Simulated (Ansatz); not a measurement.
# Sensitivity of a calculation on Ta2N (P1, 3 atoms in the cell) to its settings

```xyz
3
Lattice="3.1129 0.0000 0.0000 -1.5564 2.6958 0.0000 0.0000 0.0000 4.8698" Properties=species:S:1:pos:R:3 pbc="T T T"
Ta     1.5539     0.8885     3.7183
Ta    -0.0119     1.7951     1.1090
N      0.0144     0.0122     0.0425
```

Base run A: Ansatz (an electronic-structure program) with LDA (PW92), default PAW files made with PBE, self-consistent single point.

Its settings: basis.ecutwfc = 420 eV; kpoints.mp_grid.grid = 10 10 6; hamiltonian.xc = lda; hamiltonian.pseudopotentials = {kind: paw} (the program's default PAW files); scf.occupations.method = methfessel_paxton; scf.occupations.width = 0.1 eV.

The starting cell comes from a database of computed structures (which also holds hypothetical and non-ambient phases and stackings), without a prior relaxation at this level. Its atoms were displaced at random from the sites of space group no. 164. Spin polarisation is off; with an odd number of electrons in the cell that forces a metal, and a magnetic state may lie lower. In the base run, with a pressure of about -5 GPa the cell is away from its equilibrium volume at this level. In the base run, forces exceed 1 eV/Å. Ansatz's pressure includes its estimate of the finite-basis (Pulay) stress.

ΔF is the free energy per atom less that of run A. 

Run A gave: pressure (GPa) -5.12; largest force (eV/Å) 2.718; k-points 304; valence electrons 31.

Runs:
- B: scf.occupations.method: methfessel_paxton → cold; scf.occupations.width: 0.1 eV → 0.2 eV
- C: scf.occupations.width: 0.1 eV → 0.05 eV
- D: 2 x 2 x 2 supercell, mesh divided to match; kpoints.mp_grid.grid: 10 10 6 → 5 5 3
- E: scf.mixing.algorithm: default (the program chose MSR1) → broyden; scf.mixing.beta: default → 0.2
- F: scf.mixing.preconditioner: default (the program chose Kerker) → kerker; scf.mixing.q_tf: default → 1.5
- G: scf.eigensolver.kind: default (the program chose band_cg) → davidson

### Question
What does run C change against A?

### Answer
The free energy hardly moves (within 1 meV/atom), the pressure stays at -5.12 GPa and the largest force goes from 2.718 to 2.695 eV/Å.

### Question
What does run B change against A?

### Answer
The free energy falls by 1.3 meV/atom, the pressure hardly changes (-5.12 to -5.13 GPa) and the largest force moves little (2.718 to 2.723 eV/Å).

| run | ΔF (meV/atom) | pressure (GPa) | largest force (eV/Å) | k-points | valence electrons |
|---|---|---|---|---|---|
| A | 0.00 | -5.12 | 2.718 | 304 | 31 |
| B | -1.29 | -5.13 | 2.723 | 304 | 31 |
| C | 0.34 | -5.12 | 2.695 | 304 | 31 |
| D | -0.01 | -5.12 | 2.718 | 38 | 248 |
| E | 0.00 | -5.12 | 2.719 | 304 | 31 |
| F | 0.00 | -5.12 | 2.718 | 304 | 31 |
| G | 0.00 | -5.12 | 2.718 | 304 | 31 |

Keys are those of Ansatz 0.2.
